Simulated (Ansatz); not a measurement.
**What biaxial strain +3.00 %, plane normal [001], relaxed out of plane does to CsPbBr3**

The reference is CsPbBr₃ in the cubic perovskite structure (space group Pm-3m, No. 221; a = 5.7702 Å). Axes: x, y, z lie along the cube axes.

Now apply this change: tensile biaxial strain of 3.00 % in the plane normal to [001], as in epitaxy on a mismatched substrate; the out-of-plane cell vector and the atoms relax.

Calculations: LDA, PAW, 420 eV (Ansatz, a program for electronic structure; scalar-relativistic without spin-orbit coupling). Settings: 6×6×6 k-points, 0.05 eV Fermi–Dirac smearing.

| quantity | base | changed | shift |
|---|---|---|---|
| volume per atom | 38.42 Å³ | 40.50 Å³ | +2.074 Å³ |
| space group | Pm-3m (No. 221) | P4/mmm (No. 123) | – |
| shortest interatomic distance | 2.885 Å | 2.866 Å | -0.019 Å |
| energy relative to the base (free energy F) | 0 meV/atom | +13 meV/atom | +13 meV/atom |
| pressure (mean of the normal stresses, compression positive) | 0.00 GPa | -1.11 GPa | -1.11 GPa |
| band gap | 1.17 eV | 1.29 eV | +0.12 eV |
| gap character | – | direct at A | – |
| hole mass | 0.11 mₑ (at R) | 0.11 mₑ out of plane, 0.14 mₑ in plane (at R) | – |
| valley order (the lowest conduction-band minima on the path, energy above the VBM, named in the base's zone) | R along ⟨111⟩ 1.17 eV; Γ 2.42 eV | R along [111] 1.29 eV; Γ 2.67 eV | – |
| out-of-plane strain | – | -0.65 % | – |
| ratio −ε⊥/ε∥ | – | 0.22 | – |

Final structure (turned so that z lies along the plane normal):

```
CsPbBr3
1.0
    5.94333     0.00000     0.00000
    0.00000     5.94333     0.00000
    0.00000     0.00000     5.73252
Cs Pb Br
1 1 3
Cartesian
  0.00000   0.00000   0.00000
  2.97166   2.97166   2.86626
  2.97166   0.00000   2.86626
  0.00000   2.97166   2.86626
  2.97166   2.97166   0.00000
```

Spin-orbit coupling, missing from the scalar runs, can matter with Pb. Effective masses come from finite differences of ±0.01 Å⁻¹. Whether these cells are dynamically stable was not tested. Many cubic perovskites are stable only at high temperature; tilts and polar distortions were not tested. This is not the structure that CsPbBr3 has at room temperature and ambient pressure. k-point labels follow each cell's own Brillouin zone.
